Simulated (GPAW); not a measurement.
# Worked example: self-consistent single point of Ga (Cmce, 4 atoms in the cell) in GPAW

Computed with PBE, GPAW PAW datasets PBE (gpaw-data 1.0.1) (plane waves; GPAW).

This input was run:

```python
from ase import Atoms
from ase.units import GPa
from gpaw import GPAW

atoms = Atoms(['Ga', 'Ga', 'Ga', 'Ga'],
              cell=[[2.231537, -3.825583, 0.000000],
                    [2.231537, 3.825583, 0.000000],
                    [0.000000, 0.000000, 4.587388]],
              positions=[[2.231537, -1.191287, 1.905601],
                         [2.231537, 1.191287, 2.681787],
                         [2.231537, -2.634296, 4.199295],
                         [2.231537, 2.634296, 0.388093]],
              pbc=True)

calc = GPAW(mode={'name': 'pw', 'ecut': 600},
            xc='PBE',
            kpts={'size': (6, 6, 5), 'gamma': True},
            occupations={'name': 'fermi-dirac', 'width': 0.136},
            nbands=-8,
            convergence={'density': 1e-05, 'energy': 1e-05},
            symmetry={'symmorphic': False, 'tolerance': 0.0005},
            maxiter=120,
            txt='-')

atoms.calc = calc

energy = atoms.get_potential_energy()
print('Energy (eV):', round(energy, 6))
forces = atoms.get_forces()
print('Forces (eV/Ang):')
print(forces.round(5))
stress = atoms.get_stress()
print('Stress (GPa, Voigt):', (stress / GPa).round(4))
```

The program printed (abridged):

```
Input parameters:
  convergence: {density: 1e-05,
                energy: 1e-05}
  kpts: {gamma: True,
         size: (6, 6, 5)}
  maxiter: 120
  mode: {ecut: 600,
         name: pw}
  nbands: -8
  occupations: {name: fermi-dirac,
                width: 0.136}
  symmetry: {symmorphic: False,
             tolerance: 0.0005}
  xc: PBE

species:
  Ga:
    name: Gallium
    Z: 31.0
    valence: 3
    core: 28
    charge: 0.0
    file: Ga.PBE.gz

    # Using partial waves for Ga as LCAO basis

Reference energy: -211538.686116  # eV

Spin-paired calculation

Convergence criteria:
 Maximum [total energy] change in last 3 cyles: 1e-05 eV / valence electron
 Maximum integral of absolute [dens]ity change: 1e-05 electrons / valence electron
 Maximum integral of absolute [eigenst]ate change: 4e-08 eV^2 / valence electron
 Maximum number of scf [iter]ations: 120

Symmetries present (total): 8
Symmetries with fractional translations: 4
180 k-points: 6 x 6 x 5 Monkhorst-Pack grid + [1/12,1/12,0.000000]
39 k-points in the irreducible part of the Brillouin zone
       k-points in crystal coordinates                weights
   0:     0.00000000    0.00000000    0.00000000          1/180
   1:     0.00000000    0.00000000    0.20000000          2/180
   2:     0.00000000    0.00000000    0.40000000          2/180
   [... 7 lines left out ...]
          ...
  38:     0.50000000    0.50000000    0.40000000          2/180

Wave functions: Plane wave expansion
  Cutoff energy: 600.000 eV
  Number of coefficients (min, max): 2596, 2630
  Pulay-stress correction: 0.000000 eV/Ang^3 (de/decut=0.000000)

Occupation numbers: Fermi-Dirac:
  width: 0.1360  # eV

Eigensolver

Densities:
  Coarse grid: 28*28*28 grid
  Fine grid: 56*56*56 grid
  Total Charge: 0.000000

Density mixing:
  Method: separate
  Backend: pulay
  Linear mixing parameter: 0.05
  old densities: 5
  Damping of long wavelength oscillations: 50

Hamiltonian:
  XC and Coulomb potentials evaluated on a 56*56*56 grid
  External potential:
    NoExternalPotential

XC parameters: PBE with 2 nearest neighbor stencil

Number of atoms: 4
Number of atomic orbitals: 16
Number of bands in calculation: 14
Number of valence electrons: 12
Bands to converge: occupied

Density initialized from atomic densities
  14 bands from LCAO basis set

Atomic positions and initial magnetic moments

Positions:
   0 Ga     2.231537   -1.191287    1.905601    ( 0.0000,  0.0000,  0.0000)
   1 Ga     2.231537    1.191287    2.681787    ( 0.0000,  0.0000,  0.0000)
   2 Ga     2.231537   -2.634296    4.199295    ( 0.0000,  0.0000,  0.0000)
   3 Ga     2.231537    2.634296    0.388093    ( 0.0000,  0.0000,  0.0000)

Unit cell:
           periodic     x           y           z      points  spacing
  1. axis:    yes    2.231537   -3.825583    0.000000    28     0.1377
  2. axis:    yes    2.231537    3.825583    0.000000    28     0.1377
  3. axis:    yes    0.000000    0.000000    4.587388    28     0.1638

  Lengths:   4.428865   4.428865   4.587388
  Angles:   90.000000  90.000000 119.488312

Effective grid spacing dv^(1/3) = 0.1528

     iter     time        total  log10-change:
                         energy   eigst   dens
iter:   1 --:--:--   -11.588814
iter:   2 --:--:--   -11.591949   -2.89  -0.90
iter:   3 --:--:--   -11.601285   -3.06  -0.92
iter:   4 --:--:--   -11.601376   -4.52  -2.27
iter:   5 --:--:--   -11.601232   -4.84  -2.33
iter:   6 --:--:--   -11.601230   -5.75  -2.65
iter:   7 --:--:--   -11.601227c  -6.13  -2.91
iter:   8 --:--:--   -11.601235c  -6.97  -3.36
iter:   9 --:--:--   -11.601241c  -7.32  -3.71
iter:  10 --:--:--   -11.601237c  -7.87c -3.95
iter:  11 --:--:--   -11.601237c -10.38c -4.74
iter:  12 --:--:--   -11.601238c  -9.55c -4.76
iter:  13 --:--:--   -11.601238c -10.19c -4.84
iter:  14 --:--:--   -11.601238c -11.14c -4.74
iter:  15 --:--:--   -11.601237c  -9.28c -4.80
iter:  16 --:--:--   -11.601237c -10.67c -5.23c

Converged after 16 iterations.

Dipole moment: (0.000000, -0.000000, -0.000000) |e|*Ang

Energy contributions relative to reference atoms: (reference = -211538.686116)

Kinetic:        +44.423170
Potential:      -35.761806
External:        +0.000000
XC:             -20.303394
Entropy (-ST):   -0.053853
Local:           +0.067720
SIC:             +0.000000
--------------------------
Free energy:    -11.628164
Extrapolated:   -11.601237

Showing only first 2 kpts
 Kpt  Band  Eigenvalues  Occupancy
  0     4      4.18746    1.99997
  0     5      4.95760    1.99108
  0     6      6.67332    0.00148
  0     7      6.68152    0.00139

  1     4      4.44935    1.99979
  1     5      5.15603    1.96220
  1     6      6.43686    0.00840
  1     7      6.85062    0.00040

Fermi level: 5.69316

No gap
No difference between direct/indirect transitions
Energy (eV): -11.601237

Forces in eV/Ang:
  0 Ga    0.00000    0.02900    0.02822
  1 Ga    0.00000   -0.02900   -0.02822
  2 Ga    0.00000   -0.02900    0.02822
  3 Ga    0.00000    0.02900   -0.02822

Stress tensor:
    -0.022182     0.000000     0.000000
     0.000000    -0.015405     0.000000
     0.000000     0.000000    -0.012344
Stress (GPa, Voigt): [-3.5539 -2.4682 -1.9777  0.      0.      0.    ]
```

The run converged in 16 iterations. GPAW prints stress with tension positive.

The starting cell comes from a database of computed structures (which also holds hypothetical and non-ambient phases and stackings), without a prior relaxation at this level. Its lattice was rescaled by a random factor within 2.5 % of one.

Cost on one core of a shared machine: roughly 50 s.
